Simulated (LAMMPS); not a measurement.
LAMMPS 22 Jul 2025, classical MD, SNAP (Ge_Zuo_JPCA2020.snapcoeff): Ge, 1728 atoms.

| Property | Result |
|---|---|
| task | MD, nve |
| potential | SNAP, Ge_Zuo_JPCA2020.snapcoeff Ge_Zuo_JPCA2020.snapparam |
| copies of the repeat unit | 6×6×6 |
| shape (slab and sphere leave vacuum in the box) | bulk |
| neighbor skin | 2 Å |
| neigh_modify | every 1 delay 0 check yes |
| newton | on (default) |
| atom_modify sort (bins of 2 Å where set) | 1000 (default) |
| comm_style | brick (default) |
| box | 33.9 × 33.9 × 33.9 Å |
| start | generated diamond lattice, warmed in an untimed run |

All runs start from one configuration, warmed at this fixed volume for 300 steps under a thermostat at 100 K. The run at the shortest step has a mean temperature of 98.4 K and a mean pressure of 4.6 GPa.

Each run covers about 0.40 ps at constant energy (mean temperature 98.4 K at the shortest step); σ is the standard deviation over the printed steps. Each setting ran once; only counts and results are compared.

Steps tried: 0.5 fs, 1 fs, 2 fs, 2.5 fs, 4 fs, 5 fs, 8 fs, 10 fs, 16 fs, 20 fs, 32 fs.

Q: What is the longest step at which the total energy fluctuates by under 2 % of the kinetic energy's fluctuation?

A: 5 fs.

| time step | σ(E total)/σ(E kinetic) | last minus first total energy (meV/atom) | mean temperature (K) |
|---|---|---|---|
| 0.5 fs | 0.00012 | under 0.001 | 98.4 |
| 1 fs | 0.00047 | under 0.001 | 98.4 |
| 2 fs | 0.0019 | under 0.001 | 98.3 |
| 2.5 fs | 0.0029 | under 0.001 | 98.3 |
| 4 fs | 0.0076 | −0.0011 | 98.1 |
| 5 fs | 0.012 | −0.0016 | 98.0 |
| 8 fs | 0.031 | −0.0029 | 97.4 |
| 10 fs | 0.050 | −0.0026 | 96.8 |
| 16 fs | 0.15 | +0.030 | 94.4 |
| 20 fs | 0.25 | +0.15 | 92.1 |
| 32 fs | 1.2 | +4.4 | 83.9 |

The bar is a choice.
